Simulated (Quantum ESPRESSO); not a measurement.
Worked example: self-consistent single point of MgCd3 (P6_3/mmc, 8 atoms in the cell) in Quantum ESPRESSO.

Method: PBEsol, GBRV 1.5 ultrasoft (PBESOL) pseudopotentials (plane waves; Quantum ESPRESSO).

```
MgCd3
1.0
    6.33171     0.00000     0.00000
   -3.16586     5.48342     0.00000
    0.00000     0.00000     4.85447
Mg Cd
2 6
Direct
  0.66667   0.33333   0.75000
  0.33333   0.66667   0.25000
  0.66598   0.83299   0.75000
  0.33402   0.16701   0.25000
  0.83299   0.66598   0.25000
  0.16701   0.33402   0.75000
  0.16701   0.83299   0.75000
  0.83299   0.16701   0.25000
```

Reference input (self-consistent single point, DFT, PBEsol, plane waves, GBRV 1.5 ultrasoft (PBESOL) pseudopotentials): ecutwfc = 40 Ry; ecutrho = 200 Ry; occupations = smearing; smearing = marzari-vanderbilt; degauss = 0.0036749 Ry; potentials = {Mg: mg_pbesol_v1.4.uspp.F.UPF, Cd: cd_pbesol_v1.uspp.F.UPF}; K_POINTS = automatic 4 4 5 0 0 0; conv_thr = 1e-09 Ry; mixing_beta = 0.7. This run's input differs from it in these lines:

```diff
@@ -11,4 +11,4 @@
   ntyp = 2
-  ecutwfc = 40
-  ecutrho = 200
+  ecutwfc = 24
+  ecutrho = 120
   occupations = 'smearing'
```

Log, with long lists cut:

```
     Self-consistent Calculation

     iteration #  1     ecut=    24.00 Ry     beta= 0.70

     negative rho (up, down):  1.330E-01 0.000E+00

     total energy              =    -936.33078247 Ry
     estimated scf accuracy    <       1.55413644 Ry

     iteration #  2     ecut=    24.00 Ry     beta= 0.70

     negative rho (up, down):  1.389E-01 0.000E+00

     total energy              =    -936.81407637 Ry
     estimated scf accuracy    <       0.28832454 Ry

     iteration #  3     ecut=    24.00 Ry     beta= 0.70

     negative rho (up, down):  1.390E-01 0.000E+00

     total energy              =    -936.87683674 Ry
     estimated scf accuracy    <       0.00602656 Ry

   [... 6 blocks of this kind left out ...]

     iteration # 10     ecut=    24.00 Ry     beta= 0.70

     negative rho (up, down):  1.397E-01 0.000E+00

     total energy              =    -936.87831712 Ry
     estimated scf accuracy    <          1.9E-09 Ry

     iteration # 11     ecut=    24.00 Ry     beta= 0.70

     negative rho (up, down):  1.397E-01 0.000E+00
     End of self-consistent calculation

     the Fermi energy is    10.6882 ev

!    total energy              =    -936.87831712 Ry
     estimated scf accuracy    <          5.9E-11 Ry
     smearing contrib. (-TS)   =      -0.00018381 Ry
     internal energy E=F+TS    =    -936.87813331 Ry

     convergence has been achieved in  11 iterations

     negative rho (up, down):  1.397E-01 0.000E+00

     Forces acting on atoms (cartesian axes, Ry/au):

     atom    1 type  1   force =     0.00000000   -0.00000000   -0.00000000
     atom    2 type  1   force =     0.00000000    0.00000000   -0.00000000
     atom    3 type  2   force =     0.00104444    0.00060301    0.00000000
     atom    4 type  2   force =    -0.00104444   -0.00060301   -0.00000000
     atom    5 type  2   force =     0.00000000    0.00120601    0.00000000
   [... lines left out ...]
     Total force =     0.002954     Total SCF correction =     0.000064
   [... lines left out ...]

     negative rho (up, down):  1.397E-01 0.000E+00
          total   stress  (Ry/bohr**3)                   (kbar)     P=     -304.39
  -0.00210381   0.00000000   0.00000000         -309.48        0.00        0.00
   0.00000000  -0.00210381   0.00000000            0.00     -309.48        0.00
   0.00000000   0.00000000  -0.00199993            0.00        0.00     -294.20

   JOB DONE.
```

The run converged in 11 iterations. Against the reference run the free energy rises by 546 meV/atom, the pressure goes from -1.71 to -30.44 GPa and the largest force goes from 0.027 to 0.031 eV/Å.

The starting cell comes from a database of computed structures (which also holds hypothetical and non-ambient phases and stackings), without a prior relaxation at this level.

Cost on one core of a shared machine: roughly 40 s.
